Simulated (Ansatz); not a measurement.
We consider CaAlO2F (model structure, started from the SrVO2H type, P4/mmm, No. 123, 5 atoms in the cell), described by G0W0@PBEsol in Ansatz (plane waves, hard PAW, contour deformation).

The cell is the one relaxed with PBEsol. Conventional cell: a = 3.7275 Å, b = 3.7275 Å, c = 3.6767 Å, α = 90.00°, β = 90.00°, γ = 90.00°.

One run with a 6×6×6 mesh, response cutoff 100 eV and 213 empty bands, not extrapolated in mesh or basis; no spin–orbit coupling.

Highest filled and lowest empty level by k point (fractions of the reciprocal vectors of the cell (3.728 0.000 0.000) (0.000 3.728 0.000) (0.000 0.000 3.677) Å; eV from the valence maximum of each method):

```tsv
k	PBEsol filled	PBEsol empty	QP filled	QP empty
0 0 0	-1.02	3.38	-1.14	5.94
0 0.333 0.333	-2.04	5.38	-2.27	8.59
0 0.333 -0.5	-2.00	5.78	___	___
0.167 0.333 0	-1.09	4.84	-1.21	7.82
0.167 -0.5 0.167	-1.32	5.32	-1.48	8.46
0.167 -0.5 -0.5	-1.42	5.41	___	___
0.333 -0.5 0.167	-0.44	5.24	-0.49	8.48
0.333 -0.5 0.333	-0.43	4.75	-0.47	7.83
```

Problem. Estimate the withheld levels to about 0.1 eV.

Solution. 
- 0 0.333 -0.5, QP filled: -2.22
- 0 0.333 -0.5, QP empty: 9.07
- 0.167 -0.5 -0.5, QP filled: -1.57
- 0.167 -0.5 -0.5, QP empty: 8.65

Note: the relaxation could raise the start's symmetry but not lower it, so the cell can be a saddle point.

A model structure was made by putting elements into a prototype or built by hand; it is no filed structure, need not be a known phase, and can be a saddle point held by its symmetry.

Ansatz is a first-principles code.
